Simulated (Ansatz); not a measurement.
**What tensor shear ε_xy = +0.29 % does to BAs**

Take BAs in the zinc blende structure (space group F-43m, No. 216; a = 4.7322 Å) as the base. Axes: x, y, z lie along the cube axes.

The change: a pure shear with ε_xy = ε_yx = 0.0029, atoms relaxed at fixed cell.

Computed with DFT with LDA, PAW potentials and a 420 eV plane-wave cutoff in Ansatz (a first-principles code), no spin-orbit coupling. k-mesh 12×12×12 (Γ-centred); smearing 0.05 eV (Fermi–Dirac).

| quantity | base | changed | shift |
|---|---|---|---|
| space group | F-43m (No. 216) | Imm2 (No. 44) | – |
| shortest interatomic distance | 2.049 Å | 2.047 Å | -0.002 Å |
| energy relative to the base (free energy F) | 0 meV/atom | +0.2 meV/atom | +0.2 meV/atom |
| pressure (mean of the normal stresses, compression positive) | 0.0 kbar | 0.0 kbar | 0.0 kbar |
| band gap | 1.11 eV | 1.08 eV | -0.03 eV |
| gap character | – | indirect, Γ → Γ–X (82 % along) | – |
| smallest direct gap | 3.29 eV | 3.22 eV | -0.07 eV |
| valence-band top at Γ (three highest levels, from the VBM) | 0.00, 0.00, 0.00 eV | 0.00, -0.03, -0.05 eV | – |
| valley order (the lowest conduction-band minima on the path, energy above the VBM, named in the base's zone) | a point along ⟨100⟩, about 1.1 Å⁻¹ from Γ 1.11 eV | a point along [001], about 1.1 Å⁻¹ from Γ 1.08 eV; a point along [010], about 1.1 Å⁻¹ from Γ 1.08 eV | – |
| stress (xx, yy, zz, yz, xz, xy; compression positive) | – | (0.01, 0.01, 0.00, 0.00, 0.00, -0.91) GPa | – |

Final structure:

```yaml
crystal:
  lattice:
    - [0.00686, 2.36609, 2.36609]
    - [2.36609, 0.00686, 2.36609]
    - [2.37295, 2.37295, 0.00000]
  atoms:
    - { symbol: B, position: [0.00028, 0.00028, 0.99972] }
    - { symbol: As, position: [0.24972, 0.24972, 0.25028] }
```

The cells carry an imposed strain or load. Whether these cells are dynamically stable was not tested. k-point labels follow each cell's own Brillouin zone.
